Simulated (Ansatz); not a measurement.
Consider this model of amorphous Hf18O39Y2.

```
CELL_PARAMETERS angstrom
      9.24603    -0.02036    -0.18727
     -0.02036     9.04260     0.21330
     -0.18727     0.21330     9.25012
ATOMIC_POSITIONS crystal
  Hf 0.96188 0.37828 0.94853
  Hf 0.24684 0.53660 0.24210
  Hf 0.89983 0.21956 0.62967
  Hf 0.76528 0.07712 0.33684
  Hf 0.52302 0.08289 0.64355
  Hf 0.47599 0.22315 0.22310
  Hf 0.50180 0.93885 0.00768
  Hf 0.50476 0.81547 0.38239
  Hf 0.05593 0.72746 0.97668
  Hf 0.64004 0.45248 0.44916
  Hf 0.34127 0.39257 0.88843
  Hf 0.60860 0.54103 0.08471
  Hf 0.21022 0.06149 0.82495
  Hf 0.13673 0.09907 0.17305
  Hf 0.05285 0.56636 0.60412
  Hf 0.39996 0.69747 0.70621
  Hf 0.09259 0.93182 0.51697
  Hf 0.87050 0.74847 0.25805
  O  0.71955 0.85743 0.37586
  O  0.20837 0.52467 0.01545
  O  0.97152 0.74006 0.46500
  O  0.29619 0.49678 0.69004
  O  0.72946 0.58005 0.28398
  O  0.52642 0.62349 0.52825
  O  0.68043 0.28472 0.30562
  O  0.83443 0.43669 0.56191
  O  0.33262 0.72361 0.28776
  O  0.46810 0.46364 0.26198
  O  0.01227 0.02087 0.71877
  O  0.50723 0.04597 0.37055
  O  0.33984 0.87059 0.86083
  O  0.48143 0.87435 0.59350
  O  0.85672 0.78211 0.01781
  O  0.48849 0.59149 0.88593
  O  0.19394 0.96815 0.33998
  O  0.84144 0.23984 0.83754
  O  0.56146 0.76364 0.12667
  O  0.72100 0.10541 0.56321
  O  0.26399 0.06041 0.60570
  O  0.39399 0.19973 0.79040
  O  0.50692 0.34142 0.02860
  O  0.49763 0.29660 0.53482
  O  0.62512 0.99617 0.83824
  O  0.92111 0.97057 0.21835
  O  0.96953 0.12641 0.44379
  O  0.79685 0.48286 0.01844
  O  0.25814 0.27363 0.27064
  O  0.09448 0.95287 0.99467
  O  0.08234 0.33348 0.67372
  O  0.64983 0.06986 0.12501
  O  0.05490 0.65550 0.18375
  O  0.35205 0.06853 0.09187
  O  0.16929 0.24713 0.94351
  O  0.95792 0.22889 0.11609
  O  0.18827 0.75289 0.64059
  O  0.14873 0.49108 0.42715
  O  0.99689 0.58736 0.81831
  Y  0.26281 0.29794 0.52624
  Y  0.83581 0.03319 0.97974
```

Methods: PBE, scalar-relativistic without spin-orbit coupling (Ansatz, an electronic-structure program); r2SCAN, scalar-relativistic without spin-orbit coupling (Ansatz); HSE06, scalar-relativistic without spin-orbit coupling (Ansatz). Neutral PBE cell, which sets geometry, pressure and energy: sampling: a 2×2×2 Γ-centred mesh; Fermi-Dirac width 0.02 eV; no spin polarisation. Exact exchange is cut at the faces of this 9 Å cell, which leaves hybrid gaps a finite-size error.

Preparation: random packing, a CHGNet melt and quench, and a DFT relaxation. O atoms were pushed apart under 1.9 Å during the dynamics, to hinder bonds among them. The hot cell started wider than the set density and was brought back towards it in steps. It is the lowest in DFT energy of 2 quenches. It is a model cell: composition and starting density were chosen by hand, and all elements were melted together. No dispersion term was used. Its density started from a set value of 8.63 and ended at 8.63 g/cm³. The quench (nominally 450 K/ps over its main leg) was far faster than any real one, so the model tends to hold more defects than a real film. Values belong to this one cell and scatter from quench to quench. The volume was held where the preparation left it and the shape relaxed.

Give the pressure and the spacing of the highest filled and lowest empty levels.


| Property | Value |
|---|---|
| Pressure on a 2×2×2 Γ-centred mesh | 3.48 GPa |
| Largest force and stress component on that mesh (the relaxation ran on the zone centre alone) | 0.10 eV/Å and 3.5 GPa |
| Level gap on a 2×2×2 Γ-centred mesh (PBE) | 4.10 eV |
| Level gap at the zone centre (PBE) | 4.13 eV |
| Level gap at the zone centre (r2SCAN) | 4.59 eV |
| Level gap at the zone centre (HSE06) | 5.68 eV |
| Distance between the nearest levels spread over more than a fifth of the atoms or a third of the atoms of their main element (six at least) (PBE, zone centre) | 4.33 eV |

At PBE and the zone centre, how localised are the states just below and above the Fermi level (participation number: the atoms over which a state spreads)?

The highest filled state is spread over 5.3 atoms' worth, largest on O27, with weights by element (charge in smoothed Voronoi cells) O 0.93, Hf 0.07, Y 0.00. The lowest empty state is spread over 22.5 atoms' worth, largest on Hf9, with weights by element (charge in smoothed Voronoi cells) Hf 0.55, O 0.38, Y 0.07.

At PBE the levels at the filled edge of the gap are localised (band-tail or defect states).

Neighbours within Hf-Hf 3.34 Å, Hf-O 2.64 Å, Hf-Y 3.54 Å, O-O 1.58 Å, O-Y 2.82 Å, Y-Y 3.74 Å count as bonded. Two cations that share two anions don't count as bonded, nor two that share one unless they lie closer than Hf-Hf 3.25 Å, Hf-Y 3.45 Å, Y-Y 3.64 Å.

Added carriers, by PBE, scalar-relativistic without spin-orbit coupling (Ansatz) on the zone centre alone. Charged cells keep the cell fixed and stand in a uniform background, with no image correction, at a width of 0.01 eV; where the count is odd the moment is locked at 1 μB, unless the neutral cell bore moments. Each starts from the undistorted neutral geometry alone. PBE's self-interaction favours spread-out carriers, so it can miss traps that a hybrid finds.

What happens at PBE when the cell takes an extra electron and the atoms relax?

Relaxation lowers the charged cell by 0.20 eV. The largest moves are O27 0.26 Å, O51 0.20 Å, O20 0.19 Å, O24 0.11 Å. The level that holds the added charge spreads over 8.5 atoms' worth, most on Hf9 (weight 0.28): a partly localised carrier. Bonds formed: Hf1-O20. Made neutral again at that geometry, the cell lies +0.58 eV from the neutral start.

What happens at PBE when the cell takes a hole and the atoms relax?

Relaxation lowers the charged cell by 0.29 eV. The largest moves are O35 0.19 Å, O20 0.18 Å, O27 0.15 Å, O28 0.11 Å. The level that was emptied spreads over 3.9 atoms' worth, most on O27 (weight 0.44): a localised (trapped) carrier, which neighbours of that atom can share. Bonds formed: Hf1-O20. Made neutral again at that geometry, the cell lies +0.64 eV from the neutral start.
